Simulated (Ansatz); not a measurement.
Input:

```xyz
10
Lattice="5.3317 0.0000 0.0000 0.6476 7.2788 0.0000 -2.3420 3.6394 2.4987" Properties=species:S:1:pos:R:3 pbc="T T T"
Ga     1.6334     1.0511     0.0000
Ga     4.3459     6.2277     0.0000
Ga     4.0221     2.5883     0.0000
Ga     1.9572     4.6906     0.0000
O      1.1957     4.3558     1.7412
O      2.4415     6.5625     0.7575
O      3.4754     9.0985     1.5150
O      0.1619     1.8197     0.9837
O     -0.2243     6.5625     1.7412
O      3.8616     4.3558     0.7575
```

Space group of this cell: R-3c, corundum. The cell is taken as given; by r2SCAN its mean pressure is -1.4 GPa.

Transport runs along the normal of the first two printed cell vectors, the (110) plane of the conventional cell.

The gap is the functional's own. No spin-orbit coupling. Mid-gap values are interpolated on the energy grid.

Question: State the band gap and the smallest decay constant κ at mid-gap according to Ansatz (an electronic-structure program) with r2SCAN.

Answer: Gap 3.48 eV on a 12×12×12 mesh; κ = 0.254 1/Å, at the zone centre.
